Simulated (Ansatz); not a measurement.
Take BN in the zinc blende structure (space group F-43m, No. 216; a = 3.6051 Å) as the base.

The change: P takes the place of N on all its sites; the structure is relaxed again.

Levels (all Ansatz, a quantum-chemistry and plane-wave program, PAW, earlier PAW set): PBEsol (420 eV, no spin-orbit coupling); r2SCAN (500 eV, scalar-relativistic without spin-orbit coupling).

The geometry is relaxed with PBEsol.

* **PBEsol width of the top valence band**: 5.60 eV
* **PBEsol hole mass**: 0.25, 0.25, 0.34 mₑ (at Γ)
* **PBEsol band gap**: 1.11 eV

Predict the width of the top valence band, hole mass and band gap from r2SCAN.

The width of the top valence band grows by 0.21 eV, from 5.60 eV to 5.81 eV; the hole mass (degenerate bands, along [100]) changes from 0.25, 0.25, 0.34 mₑ (at Γ) to 0.24, 0.24, 0.32 mₑ (at Γ); the band gap rises by 0.28 eV, from 1.11 eV to 1.39 eV.

Single points use the geometry relaxed with PBEsol. Effective masses come from finite differences of ±0.01 Å⁻¹. Stability against distortions was not tested.
